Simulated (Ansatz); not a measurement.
The parent structure is Y in the hcp (Mg type) structure (space group P6_3/mmc, No. 194; a = 3.6557 Å, c = 5.6788 Å).

Structures relaxed with PBE (Ansatz, a program for electronic structure; PAW; 420 eV plane waves; no SOC), earlier PAW set.

Base:

Simulated powder pattern, Mo Kα, λ = 0.71073 Å (kinematic, ideal powder, no thermal factors, no anomalous dispersion; the 8 strongest lines at most, above 2 %, up to 2θ = 40°):

```tsv
2θ (°)	I/Imax (%)	hkl
12.89	23	(100)
14.38	24	(002)
14.77	100	(101)
19.36	16	(102)
22.42	22	(110)
25.27	23	(103)
26.74	26	(112)
26.95	19	(201)
```

After one change:

Simulated powder pattern, Mo Kα, λ = 0.71073 Å (kinematic, ideal powder, no thermal factors, no anomalous dispersion; the 8 strongest lines at most, above 2 %, up to 2θ = 40°):

| 2θ (°) | I/Imax (%) |
|---|---|
| 12.50 | 23 |
| 13.34 | 26 |
| 14.18 | 100 |
| 18.32 | 17 |
| 21.74 | 21 |
| 23.71 | 25 |
| 25.59 | 27 |
| 26.05 | 19 |

**Question.** Which of these changes matches the shifts?
(A) Y → La
(B) Y → Gd
(C) Y → Tb

**Answer.** A, Y → La. Its volume per atom is 37.63 Å³ against 32.86 Å³, and its space group is P6_3/mmc (No. 194).

Other magnetic orders, which the real material may have, were not ruled out. The 4f electrons are in the valence with no U and their state was not checked, so volumes and moments can be off. Stability against distortions was not tested. Spin-polarised in the final run: Tb and Gd; the other runs are not.
